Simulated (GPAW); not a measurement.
**A short convergence ladder for HgPt3 (Cmmm, 4 atoms in the cell)**

```
CELL_PARAMETERS angstrom
      2.90564    -3.96068     0.00000
      2.90564     3.96068     0.00000
      0.00000     0.00000     2.89696
ATOMIC_POSITIONS crystal
  Hg 0.00000 0.00000 0.00000
  Pt 0.50000 0.50000 0.00000
  Pt 0.00000 0.50000 0.50000
  Pt 0.50000 0.00000 0.50000
```

Base method: LDA (Perdew-Wang 92), GPAW PAW datasets LDA (gpaw-data 1.0.1) (plane waves; GPAW).

Base settings: mode = pw; ecut = 600 eV; xc = LDA; kpts = 3 3 5; mesh shift (steps) = 0 0 0; occupations.name = fermi-dirac; occupations.width = 0.1 eV; nbands = -8; convergence.density = 1e-05 e/electron; symmetry.symmorphic = false.

Core times come from one kind of shared machine, to one figure; runs under 30 s give none.

**The force threshold of a relaxation**

On HgPt3 (Cmm2, 4 atoms in the cell): one atom moved by 0.15 angstrom.

In this ladder: optimizer = LBFGS.

The mesh stays at the base's, so the ladder's end is converged at best in this setting alone.

Only quantities that move along the ladder and can be compared are tabulated.

| fmax | free energy less the last step's (meV/atom) | largest force left (eV/Å) | relaxation steps | core time / last (rough) |
|---|---|---|---|---|
| 0.2 eV/Å | 1.29 | 0.1855 | 3 | 0.5 |
| 0.1 eV/Å | 0.27 | 0.0821 | 4 | 0.6 |
| 0.05 eV/Å | 0.06 | 0.0365 | 5 | 0.7 |
| 0.03 eV/Å | 0.00 | 0.0033 | 6 | 0.8 |
| 0.02 eV/Å | 0.00 | 0.0033 | 6 | 0.9 |
| 0.01 eV/Å | 0.00 | 0.0033 | 6 | 0.8 |
| 0.005 eV/Å | 0.00 | 0.0033 | 6 | 0.7 |
| 0.002 eV/Å | 0.00 | 0.0015 | 10 | 0.8 |
| 0.001 eV/Å | 0.00 | 0.0009 | 13 | 1 |

Coarsest fmax that holds the largest force left within 0.02 eV/Å of the last step, with all finer ones: 0.03 eV/Å; the step before is off by 0.036 eV/Å.

Coarsest fmax that holds the free energy within 0.5 meV/atom of the last step, with all finer ones: 0.1 eV/Å; the step before is off by 1.3 meV/atom.

On the base run: the starting cell comes from a database of computed structures (which also holds hypothetical and non-ambient phases and stackings), without a prior relaxation at this level. Its lattice was rescaled by up to half a per cent. Spin polarisation is off. In the base run, with a pressure of about -13 GPa the cell is away from its equilibrium volume at this level. Without a gap this mesh is coarse (it stands for a supercell whose shortest vector is 14 Å).
